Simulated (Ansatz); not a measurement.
## A computed series for Sr3SbN: response to strain

Consider Sr3SbN in the anti-perovskite structure (space group Pm-3m, No. 221; a = 5.131 Å; a cell from a computed database, its experimental status unchecked). Axes: x, y, z lie along the cube axes.

Strains are applied to the cell and any free atomic positions relax; under biaxial strain the out-of-plane vector relaxes too; under stress the whole cell relaxes.

Calculations: PBEsol in Ansatz (plane waves to 420 eV, PAW, spin-orbit coupling left out).

Notes on the quantities. in-plane stress: mean in-plane stress (compression positive); energy relative to the base: free energy F.

| variant | in-plane stress | volume per atom | band gap | energy relative to the base |
|---|---|---|---|---|
| base | – | 27.02 Å³ | 0.18 eV | 0 meV/atom |
| biaxial strain −0.96 %, plane normal [001], relaxed out of plane | +1.2 GPa | 26.60 Å³ | 0.10 eV | +1.9 meV/atom |
| biaxial strain +4.76 %, plane normal [110], relaxed out of plane | -4.6 GPa | 29.10 Å³ | 0.12 eV | +40 meV/atom |
| biaxial strain −0.45 %, plane normal [111], relaxed out of plane | +0.5 GPa | 26.84 Å³ | 0.16 eV | +0.4 meV/atom |
| uniaxial stress, 3 GPa compression along x | – | 26.55 Å³ | zero | +6.4 meV/atom |

With Sb present, leaving out spin-orbit coupling can change the band edges. Stability under load was not tested beyond the relaxation. All final runs are without spin polarisation. Gaps under 0.05 eV, about the width of the smearing, are given as zero. A zero or small gap of Sr3SbN can be the functional's error rather than a property of the material.

Ansatz is an electronic-structure program.
